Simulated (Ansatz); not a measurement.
System: CsCl-type YRh. Method: LDA (Ansatz, a quantum-chemistry and plane-wave program, plane waves, PAW).

Numerical settings: plane-wave cutoff 500 eV, 16×16×16 k mesh, Fermi–Dirac smearing 0.1 eV, no spin polarisation, scalar-relativistic PAW data made under PBE.

Computed at the level's own relaxed cell.

Task: Estimate the equilibrium volume per atom and equilibrium lattice constant a that the calculation returns.

Result: 
- equilibrium volume per atom: 18.82 Å³/atom
- equilibrium lattice constant a: 3.351 Å

The run finds no gap.

Static lattice: no zero-point or thermal effects.

Computing time: about 24 core-seconds (a rough figure).
